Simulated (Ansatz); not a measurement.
How far PBE and r2SCAN part for Se, pressure 0.7 GPa

Start from Se (space group P3_121, No. 152; a = 4.5294 Å, c = 5.0424 Å; made of chains).

(Cell as relaxed with PBE.)

Levels (all Ansatz, a quantum-chemistry and plane-wave program, PAW, earlier PAW set): PBE (420 eV, no spin-orbit coupling); r2SCAN (500 eV, scalar-relativistic without spin-orbit coupling).

Each level relaxes its own structure.

| base | PBE | r2SCAN |
|---|---|---|
| volume per atom | 29.86 Å³ | 29.25 Å³ |
| lattice parameter a | 8.559 bohr | 8.516 bohr |
| band gap | 1.04 eV | 1.33 eV |

Perturbation: a hydrostatic pressure of 0.7 GPa.

```csv
quantity,PBE,r2SCAN
smallest direct gap,0.93 eV,?
electron mass,"0.13 mₑ along c, 0.22 mₑ across (at H)",?
volume per atom,27.12 Å³,?
```

Task: Predict the r2SCAN column.

Result: 
- smallest direct gap, r2SCAN: 1.35 eV
- electron mass, r2SCAN: 0.15 mₑ along c, 0.33 mₑ across (at H)
- volume per atom, r2SCAN: 27.48 Å³

PBE's smallest direct gap lies 0.42 eV below r2SCAN's; PBE's volume per atom lies 0.365 Å³ below r2SCAN's (1.3 %). Neither level is exact; r2SCAN is the comparison here, not a measurement.

Load acts through the strain it causes; cell and atoms are relaxed under it. Effective masses come from finite differences of ±0.01 Å⁻¹. Whether these cells are dynamically stable was not tested. No dispersion term is included, though the crystal is made of layers, chains or molecules, so its spacings can come out too wide.
